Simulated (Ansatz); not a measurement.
# Several settings converged on Na3BrO (P4mm, 5 atoms in the cell)

```
Na3BrO
1.0
    4.51046     0.00000     0.00000
    0.00000     4.51046     0.00000
    0.00000     0.00000     4.51046
Na Br O
3 1 1
Cartesian
  0.05000   2.25523   2.25523
  2.25523   0.00000   2.25523
  2.25523   2.25523   0.00000
  0.00000   0.00000   0.00000
  2.25523   2.25523   2.25523
```

Base method: PBEsol, default PAW files made with PBE (plane waves; Ansatz, a quantum-chemistry and plane-wave program).

Base settings: basis.ecutwfc = 420 eV; kpoints.mp_grid.grid = 5 5 5; hamiltonian.xc = pbesol; hamiltonian.pseudopotentials = {kind: paw} (the program's default PAW files); scf.occupations.method = fermi_dirac; scf.occupations.width = 0.02 eV.

The count of work is k-points × plane waves × bands × iterations; it is no time. 

**The cutoff for other potential files**

Level: DFT, PBEsol, plane waves, harder PAW files (source: ansatz) made with PBE.

In this ladder: hamiltonian.pseudopotentials = {kind: paw, source: ansatz}.

The second cell is the first with its lattice scaled by 0.98.

The mesh stays at the base's, so the ladder's end is converged at best in this setting alone.

The first pressure column holds Ansatz's estimate of the finite-basis (Pulay) stress, which hides part of the cutoff error; the other is without it.

Only quantities that move along the ladder and can be compared are tabulated.

| basis.ecutwfc | free energy less the last step's (meV/atom) | energy of the compressed cell less the first (meV/atom) | pressure (GPa) | pressure without the Pulay estimate (GPa) | largest difference of a force vector from the last step's (eV/Å) | count of work / last |
|---|---|---|---|---|---|---|
| 420 eV | 727.86 | 12.81 | 0.62 | -30.54 | 0.004 | 0.12 |
| 510 eV | 149.74 | 14.09 | 0.92 | -6.99 | 0.009 | 0.14 |
| 650 eV | 12.13 | 13.72 | 0.82 | -0.02 | 0.001 | 0.20 |
| 790 eV | 0.90 | 13.72 | 0.81 | 0.74 | 0.000 | 0.27 |
| 930 eV | 0.26 | 13.72 | 0.81 | 0.81 | 0.000 | 0.35 |
| 1115 eV | 0.17 | 13.72 | 0.81 | 0.81 | 0.000 | 0.46 |
| 1395 eV | 0.08 | 13.71 | 0.81 | 0.81 | 0.000 | 0.64 |
| 1860 eV | 0.00 | 13.71 | 0.81 | 0.81 | 0.000 | 1.0 |

Coarsest basis.ecutwfc that holds the forces within 0.005 eV/Å of the last step, with all finer ones: 650 eV, at 0.20 of the last step's count of work; the step before is off by 0.009 eV/Å.

Coarsest basis.ecutwfc that holds the free energy within 0.5 meV/atom of the last step, with all finer ones: 930 eV, at 0.35 of the last step's count of work; the step before is off by 0.90 meV/atom.

Coarsest basis.ecutwfc that holds the pressure within 0.05 GPa of the last step, with all finer ones: 650 eV, at 0.20 of the last step's count of work; the step before is off by 0.11 GPa.

The energy difference between the two cells stays within 1 meV/atom of the last step's from 420 eV on, the total only from 790 eV on: much of the error is common to both cells and cancels.

At the lowest cutoff the pressure without the Pulay estimate lies 31.4 GPa under the last step's, the usual sign of Pulay stress in an incomplete plane-wave basis.

**The density cutoff**

The second cell is the first with its lattice scaled by 0.98.

The mesh stays at the base's, so the ladder's end is converged at best in this setting alone.

Only quantities that move along the ladder and can be compared are tabulated.

| basis.ecutrho_ratio | free energy less the last step's (meV/atom) | energy of the compressed cell less the first (meV/atom) | pressure (GPa) |
|---|---|---|---|
| 2 | -1.77 | 14.03 | 0.97 |
| 3 | 0.01 | 13.62 | 0.80 |
| 4 | 0.00 | 13.62 | 0.80 |
| 5 | 0.00 | 13.62 | 0.80 |
| 6 | 0.00 | 13.62 | 0.80 |
| 8 | 0.00 | 13.62 | 0.80 |
| 10 | 0.00 | 13.62 | 0.80 |
| 12 | 0.00 | 13.62 | 0.80 |
| 16 | 0.00 | 13.62 | 0.80 |

Coarsest basis.ecutrho_ratio that holds the free energy within 1 meV/atom of the last step, with all finer ones: 3; the step before is off by 1.8 meV/atom.

Coarsest basis.ecutrho_ratio that holds the pressure within 0.1 GPa of the last step, with all finer ones: 3; the step before is off by 0.17 GPa.

Coarsest basis.ecutrho_ratio that holds the energy of the compressed cell less the first within 0.2 meV/atom of the last step, with all finer ones: 3; the step before is off by 0.41 meV/atom.

The energy difference between the two cells stays within 1 meV/atom of the last step's from 2 on, the total only from 3 on: much of the error is common to both cells and cancels.

**The relaxed cell against the cutoff**

On Na3BrO (Pm-3m, 5 atoms in the cell): atoms on their sites.

In this ladder: relax = cell and atoms.

The mesh stays at the base's, so the ladder's end is converged at best in this setting alone.

Only quantities that move along the ladder and can be compared are tabulated.

```tsv
basis.ecutwfc	relaxed volume (Å³/atom)	relaxation steps
210 eV	18.228	26
250 eV	18.550	15
295 eV	18.826	12
355 eV	18.714	6
420 eV	18.723	4
505 eV	18.740	4
630 eV	18.741	4
840 eV	18.741	4
```

Coarsest basis.ecutwfc that holds the relaxed volume within 0.037 Å³/atom of the last step, with all finer ones: 355 eV; the step before is off by 0.085 Å³/atom.

At the lowest cutoff the cell relaxes to a volume 2.7 % smaller than at the highest. Ansatz relaxes on a stress corrected for the finite basis.

On the base run: the starting cell comes from a database of computed structures (which also holds hypothetical and non-ambient phases and stackings), without a prior relaxation at this level. Its lattice was rescaled by up to half a per cent. One atom was moved a little off its site on purpose.

Keys are those of Ansatz 0.2.
